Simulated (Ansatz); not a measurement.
## MgTe, response to strain

Base system: MgTe in the zinc blende structure (space group F-43m, No. 216).

```
MgTe
1.0
    0.00000     3.21965     3.21965
    3.21965     0.00000     3.21965
    3.21965     3.21965     0.00000
Mg Te
1 1
Direct
  0.00000   0.00000   0.00000
  0.25000   0.25000   0.25000
```

Strains are applied to the cell and any free atomic positions relax.

The values are results of Kohn–Sham DFT with the PBEsol functional, run in Ansatz (a program for electronic structure) with PAW and 420 eV plane waves, no SOC, not measurements.

```tsv
isotropic strain (%)	pressure (GPa)
-2.5	3.2
-2	2.5
-1	?
-0.5	0.6
0	0.0
1	-1.0
1.5	-1.5
2	-1.9
3	-2.7
```

Question: Fit P = P₀ − Bδ + Cδ² with δ = (1 + ε)³ − 1 to the rows shown and predict the withheld row.

Answer: Least squares on the printed values gives P₀ = 0.0 GPa, B = 37.1 GPa, C = 84.6 GPa (largest residual 0.0 GPa); this predicts 1.2 GPa, and the run gives 1.2 GPa, in agreement.

Stability against distortions was not tested.
